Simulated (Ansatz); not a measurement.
# A computed series for NaF: response to strain

Consider NaF in the rock salt structure (space group Fm-3m, No. 225).

```cif
data_FNa
_chemical_formula_sum 'Na1 F1'
_space_group_name_H-M_alt 'P 1'
_space_group_IT_number 1
_cell_length_a 3.27325
_cell_length_b 3.27325
_cell_length_c 3.27325
_cell_angle_alpha 60.000
_cell_angle_beta 60.000
_cell_angle_gamma 60.000
loop_
_space_group_symop_operation_xyz
  'x, y, z'
loop_
_atom_site_label
_atom_site_type_symbol
_atom_site_fract_x
_atom_site_fract_y
_atom_site_fract_z
_atom_site_occupancy
Na1 Na 0.00000 0.00000 0.00000 1
F1 F 0.50000 0.50000 0.50000 1
```

Strains are applied to the cell and any free atomic positions relax.

Calculations: PBEsol, PAW, 420 eV (Ansatz, a program for electronic structure; no SOC).

Candidates:
(a) isotropic strain +1.00 %
(b) isotropic strain −3.00 %
(c) isotropic strain −1.00 %
(d) isotropic strain −2.50 %

Base values:

| Item | Value |
|---|---|
| Band gap | 6.20 eV |

Question: Order them by band gap, highest first.

Answer: (b) isotropic strain −3.00 % (6.71 eV), (d) isotropic strain −2.50 % (6.61 eV), (c) isotropic strain −1.00 % (6.36 eV), (a) isotropic strain +1.00 % (6.05 eV)

Whether these cells are dynamically stable was not tested.
